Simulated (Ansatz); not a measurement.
NiAs-type NiSb was calculated with PBEsol (PAW; Ansatz, an electronic-structure program).

Settings: plane-wave cutoff 500 eV, 12×12×8 k mesh (along the axes of the cell as run), Fermi–Dirac smearing 0.05 eV, no spin polarisation, scalar-relativistic PAW data made under PBE.

Computed at the level's own relaxed cell.

### Question
Predict the equilibrium volume per atom, lattice parameter a and lattice parameter c.

### Answer

- equilibrium volume per atom = 16.84 Å³/atom
- lattice parameter a = 3.917 Å
- lattice parameter c = 5.069 Å

Measured, for comparison: lattice constant a 3.946 Å, lattice parameter c 5.148 Å (temperature not stated, no zero-point or thermal correction; as tabulated in Wikipedia's data pages). Computed (rounded) less measured: lattice constant a -0.7 %, lattice parameter c -1.5 %. A static lattice is as a rule a little smaller and stiffer than an uncorrected measurement, which narrows the difference in the lattice constant a, lattice parameter c and would widen misses of the other sign.

Spin–orbit coupling is not included.

Static lattice: no zero-point or thermal effects.
